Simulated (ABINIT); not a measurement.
**A self-consistent single point of NaF (Fm-3m, 2 atoms in the cell) with ABINIT**

Method: PBE, PAW (JTH v2.0 PBE PAW) (plane waves; ABINIT).

Input:

```
# NaF, JTH v2.0 PBE PAW
pp_dirpath "./"
pseudos "Na.GGA_PBE-JTH.xml, F.GGA_PBE-JTH.xml"
acell 3.2392094956 3.2392094956 3.2392094956 Angstrom
rprim
         0.0000000000    0.7071067812    0.7071067812
         0.7071067812   -0.0000000000    0.7071067812
         0.7071067812    0.7071067812   -0.0000000000
natom 2
ntypat 2
znucl 11 9
typat 1 2
xred
         0.0000000000    0.0000000000    0.0000000000
         0.5000000000    0.5000000000    0.5000000000
ecut 816 eV
pawecutdg 1633 eV
pawxcdev 0
ixc 11
occopt 3
tsmear 0.02 eV
nband 13
kptopt 1
ngkpt 6 6 6
nshiftk 1
shiftk 0 0 0
nstep 80
tolvrs 1.0e-10
prtwf 0
prtden 0
```

Log, with long lists cut:

```
 Symmetries : space group Fm -3 m (#225); Bravais cF (face-center cubic)

 -outvars: echo values of preprocessed input variables --------
            acell      6.1212188337E+00  6.1212188337E+00  6.1212188337E+00 Bohr
             ecut      2.99874495E+01 Hartree
              ixc          11
         kptrlatt        6    0    0      0    6    0      0    0    6
          kptrlen      3.67273130E+01
            natom           2
            nband          13
            ngfft          32      32      32
          ngfftdg          45      45      45
             nkpt          16
            nstep          80
             nsym          48
           ntypat           2
           occopt           3
        pawecutdg      6.00116484E+01 Hartree
         pawxcdev           0
            rprim      0.0000000000E+00  7.0710678120E-01  7.0710678120E-01
                       7.0710678120E-01 -0.0000000000E+00  7.0710678120E-01
                       7.0710678120E-01  7.0710678120E-01 -0.0000000000E+00
          spgroup         225
           tolvrs      1.00000000E-10
           tsmear      7.34986508E-04 Hartree
            typat      1  2
           useylm           1
             xred      0.0000000000E+00  0.0000000000E+00  0.0000000000E+00
                       5.0000000000E-01  5.0000000000E-01  5.0000000000E-01
            znucl       11.00000    9.00000

== DATASET  1 ==================================================================

 Exchange-correlation functional for the present dataset will be:
  GGA: Perdew-Burke-Ernzerhof functional - ixc=11
 Citation for XC functional:
  J.P.Perdew, K.Burke, M.Ernzerhof, PRL 77, 3865 (1996)

 Real(R)+Recip(G) space primitive vectors, cartesian coordinates (Bohr,Bohr^-1):
 R(1)=  0.0000000  4.3283553  4.3283553  G(1)= -0.1155173  0.1155173  0.1155173
 R(2)=  4.3283553  0.0000000  4.3283553  G(2)=  0.1155173 -0.1155173  0.1155173
 R(3)=  4.3283553  4.3283553  0.0000000  G(3)=  0.1155173  0.1155173 -0.1155173
 Unit cell volume ucvol=  1.6218053E+02 bohr^3
 Angles (23,13,12)=  6.00000000E+01  6.00000000E+01  6.00000000E+01 degrees

 Coarse grid specifications (used for wave-functions):

 getcut: wavevector=  0.0000  0.0000  0.0000  ngfft=  32  32  32
         ecut(hartree)=     29.987   => boxcut(ratio)=   2.12069

 Fine grid specifications (used for densities):

 getcut: wavevector=  0.0000  0.0000  0.0000  ngfft=  45  45  45
         ecut(hartree)=     60.012   => boxcut(ratio)=   2.06126

   3.81105095E+02                                ecore*ucvol(ha*bohr**3)

_setup2: Arith. and geom. avg. npw (full set) are    1270.560    1270.525

--- !BeginCycle
solver: {iscf: 17, nstep: 80, nline: 4, wfoptalg: 10, }
tolerances: {tolvrs: 1.00E-10, }
...

     iter   Etot(hartree)      deltaE(h)  residm     nres2
 ETOT  1  -72.519324386768    -7.252E+01 6.123E-01 2.186E+01
 ETOT  2  -72.622116578793    -1.028E-01 5.698E-03 1.288E+01
 ETOT  3  -72.616355757373     5.761E-03 8.283E-04 1.098E+00
 ETOT  4  -72.616638271901    -2.825E-04 5.954E-04 2.365E-02
 ETOT  5  -72.616689358127    -5.109E-05 1.477E-05 3.761E-03
 ETOT  6  -72.616705557283    -1.620E-05 1.998E-05 3.795E-05
 ETOT  7  -72.616705847241    -2.900E-07 8.256E-07 4.313E-06
 ETOT  8  -72.616705899061    -5.182E-08 1.399E-06 9.324E-08
 ETOT  9  -72.616705899262    -2.005E-10 7.363E-08 1.511E-08
 ETOT 10  -72.616705899353    -9.106E-11 1.230E-07 3.134E-10
 ETOT 11  -72.616705899353    -2.274E-13 6.903E-09 2.942E-11

 At SCF step   11       nres2   =  2.94E-11 < tolvrs=  1.00E-10 =>converged.

 Cartesian components of stress tensor (hartree/bohr^3)
  sigma(1 1)= -1.21951199E-04  sigma(3 2)=  0.00000000E+00
  sigma(2 2)= -1.21951199E-04  sigma(3 1)=  0.00000000E+00
  sigma(3 3)= -1.21951199E-04  sigma(2 1)=  0.00000000E+00

 ----iterations are completed or convergence reached----

 reduced coordinates (array xred) for    2 atoms
       0.000000000000      0.000000000000      0.000000000000
       0.500000000000      0.500000000000      0.500000000000
 cartesian forces (eV/Angstrom) at end:
    1     -0.00000000000000    -0.00000000000000    -0.00000000000000
    2     -0.00000000000000    -0.00000000000000    -0.00000000000000
 frms,max,avg= 0.0000000E+00 0.0000000E+00   0.000E+00  0.000E+00  0.000E+00 e/A
 length scales=  6.121218833727  6.121218833727  6.121218833727 bohr
              =  3.239209495600  3.239209495600  3.239209495600 angstroms
 Fermi (or HOMO) energy (hartree) =  -0.02526   Average Vxc (hartree)=  -0.33153
 Eigenvalues (hartree) for nkpt=  16  k points:
 kpt#   1, nband= 13, wtk=  0.00463, kpt=  0.0000  0.0000  0.0000 (reduced coord)
  -1.82555   -0.80393   -0.79131   -0.79131   -0.79131   -0.09748   -0.09748   -0.09748
   0.14079    0.62076    0.62076    0.62076    0.71756
      occupation numbers for kpt#   1
   2.00000    2.00000    2.00000    2.00000    2.00000    2.00000    2.00000    2.00000
   0.00000    0.00000    0.00000    0.00000    0.00000
 prteigrs : prtvol=0 or 1, do not print more k-points.

--- !EnergyTerms
comment             : Components of total free energy in Hartree
kinetic             :  1.87680132485124E+01
hartree             :  2.13290444723450E+01
xc                  : -6.14148305198277E+00
Ewald energy        : -4.23566432520525E+01
psp_core            :  2.34988189360301E+00
local_psp           : -5.25767795322317E+01
spherical_terms     : -1.39887399672338E+01
internal            : -7.26167061890405E+01
'-kT*entropy'       :  5.01757169413105E-16
total_energy        : -7.26167061890405E+01
total_energy_eV     : -1.97600106675882E+03
...

-Cartesian components of stress tensor (GPa)         [Pressure=  3.5879E+00 GPa]
- sigma(1 1)= -3.58792754E+00  sigma(3 2)=  0.00000000E+00
- sigma(2 2)= -3.58792754E+00  sigma(3 1)=  0.00000000E+00
- sigma(3 3)= -3.58792754E+00  sigma(2 1)=  0.00000000E+00

 Calculation completed.
```

The run converged in 11 iterations.

The starting cell comes from a database of computed structures (which also holds hypothetical and non-ambient phases and stackings), without a prior relaxation at this level. Its lattice was rescaled by a random factor within 2.5 % of one. With a pressure of about 4 GPa the cell is away from its equilibrium volume at this level.
